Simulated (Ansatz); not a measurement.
## Effect of Ti → Hf on TiB2

The parent structure is TiB2 (space group P6/mmm, No. 191; a = 3.0247 Å, c = 3.2226 Å).

The change: every Ti is replaced by Hf, then cell and atoms are relaxed.

Method: plane-wave PAW DFT at the r2SCAN level (Ansatz, a first-principles code, 500 eV), no spin-orbit coupling. Γ-centred 17×17×13 mesh, Fermi–Dirac width 0.05 eV, for the changed cell.

The density grows by 6.69 g/cm³ to 11.21 g/cm³ and the lattice parameter a goes up by 11.2 pm (302.5 pm → 313.7 pm). The c/a ratio increases by 0.044 (1.065 → 1.109) and the space group remains P6/mmm (No. 191). The shortest interatomic distance goes up by 6.5 pm, from 174.6 pm to 181.1 pm and the band gap is still zero.

Final structure:

```
CELL_PARAMETERS angstrom
      3.13650     0.00000     0.00000
     -1.56825     2.71629     0.00000
      0.00000     0.00000     3.47917
ATOMIC_POSITIONS crystal
  Hf 0.00000 0.00000 0.00000
  B  0.33333 0.66667 0.50000
  B  0.66667 0.33333 0.50000
```

Cost of the whole job for the changed cell (relaxation, final SCF and bands): roughly 120 core-seconds.

Whether these cells are dynamically stable was not tested. All final runs are without spin polarisation.
